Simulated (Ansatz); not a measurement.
```yaml
crystal:
  lattice:
    - [5.13492, 0.00000, 0.00000]
    - [0.00000, 5.13492, 0.08832]
    - [0.00000, 0.08832, 5.13492]
  atoms:
    - { symbol: Tl, position: [0.00000, 0.00000, 0.00000] }
    - { symbol: Zn, position: [0.50000, 0.50000, 0.50000] }
    - { symbol: Br, position: [0.00000, 0.50000, 0.50000] }
    - { symbol: Br, position: [0.50000, 0.50000, 0.00000] }
    - { symbol: Br, position: [0.50000, 0.00000, 0.50000] }
```

No spin polarisation.

All numbers come from PBEsol (Ansatz, an electronic-structure program; PAW; 420 eV plane waves; no SOC). Γ-centred 7×7×7 mesh, Fermi–Dirac width 0.05 eV.

Task: Predict the gap character.

Result: Indirect, Y → Γ.

Task: Predict the smallest direct gap.

Result: 0.93 eV.

Task: Predict the stress (xx, yy, zz, yz, xz, xy; compression positive).

Result: (0.00, 0.04, 0.04, -0.61, 0.00, 0.00) GPa.

Spin-orbit coupling, missing from the scalar runs, can matter with Tl. The cells carry an imposed strain or load. No phonon test of stability was made. The cell was made from TlZnBr$_{3}$ in the cubic perovskite structure (space group Pm-3m, No. 221; a hypothetical phase, not in the database extracts checked) by this change: tensor shear ε_yz = +1.72 %. Many cubic perovskites are stable only at high temperature; tilts and polar distortions were not tested. The zero or small gap of TlZnBr3 can change with the level of theory.
